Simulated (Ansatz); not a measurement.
## SiC: isotropic strain +2.25 %

Base system: SiC (space group P6_3mc, No. 186; a = 3.0781 Å, c = 10.0760 Å).

Modification: an isotropic linear strain of +2.25 %, atoms relaxed at fixed cell.

The values are results of Ansatz (an electronic-structure program), PBEsol, PAW, cutoff 420 eV, without spin-orbit coupling, not measurements. Settings: 12×12×4 k-points, 0.05 eV Fermi–Dirac smearing.

Volume per atom: 11.05 Å³ (base 10.33 Å³)
Shortest interatomic distance: 1.926 Å (base 1.883 Å)
Energy relative to the base (free energy F): +31 meV/atom
Band gap: 2.10 eV (base 2.12 eV)
Gap character: indirect, Γ → M (base indirect, Γ → M)
Smallest direct gap: 3.20 eV (base 3.24 eV)
Mean gap deformation potential ΔEg/Δln V: -0.3 eV
Width of the top valence band: 2.37 eV (base 2.47 eV)
Valence-band top at Γ (three highest levels, from the VBM): 0.00, 0.00, -0.05 eV (base 0.00, 0.00, -0.05 eV)

Whether these cells are dynamically stable was not tested.
